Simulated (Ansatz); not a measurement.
Ansatz (a quantum-chemistry and plane-wave program) is run on La2Mg (Cmcm, 6 atoms in the cell), and the run fails. The aim is a self-consistent single point with DFT, PBEsol, plane waves, default PAW files made with PBE.

Cell that was meant: a = 6.2543 Å, b = 6.2543 Å, c = 5.6055 Å, α = 90.00°, β = 90.00°, γ = 60.41°.

Part of the input:

Ansatz 0.2 input:
```yaml
kpoints:
  mp_grid: { grid: [3, 3, 3], shift: [0.5, 0.5, 0.5] }
hamiltonian:
  xc: PBE96
  pseudopotentials: { kind: paw }
scf:
  occupations: { method: fermi_dirac, width: 0.1 }
```

Log, with long lists cut:

```
Error: YAML parse error: error: line 16 column 7: hamiltonian.xc: unknown variant `PBE96`, expected one of `lda`, `lda-pw`, `pw92`, `pbe`, `pbesol`, `rpbe`, `revpbe`, `blyp`, `pbe0`, `revpbe0`, `b3lyp`, `b3lyp5`, `hse06`, `wpbeh`, `hiss`, `lc_wpbe`, `cam_b3lyp`, `hf`, `r2scan`, `r2scanh`, `r2scan0`, `r2scan50`, `mr2scan`
  --> <input>:16:7
   |
14 |   mp_grid: { grid: [3, 3, 3], shift: [0.5, 0.5, 0.5] }
15 | hamiltonian:
16 |   xc: PBE96
   |       ^ hamiltonian.xc: unknown variant `PBE96`, expected one of `lda`, `lda-pw`, `pw92`, `pbe`, `pbesol`, `rpbe`, `revpbe`, `blyp`, `pbe0`, `revpbe0`, [...]
17 |   pseudopotentials: { kind: paw }
18 | scf:
   |
```

Task: From the messages shown, name the fault and mend the input.

Result: The fault is a value that the program does not know. The key takes a closed list of words, and names differ between codes. To fix it, use one of the words that the key accepts. The program stopped before any SCF iteration.

The sound input it was made from differs as follows (other fixes are possible):
```diff
-  xc: PBE96
+  xc: pbesol
```

With that input, the run converged in 6 iterations: free energy E − TS (on the zero of these files) -28469.4400 eV; Fermi level (on the code's own zero) 9.82 eV; pressure -1.80 GPa; largest force (vector length) 0.077 eV/Å (DFT, PBEsol, plane waves, default PAW files made with PBE).

On the sound input: the starting cell comes from a database of computed structures (which also holds hypothetical and non-ambient phases and stackings), without a prior relaxation at this level. Ansatz's pressure includes its estimate of the finite-basis (Pulay) stress. Without a gap this mesh is coarse (it stands for a supercell whose shortest vector is 17 Å).
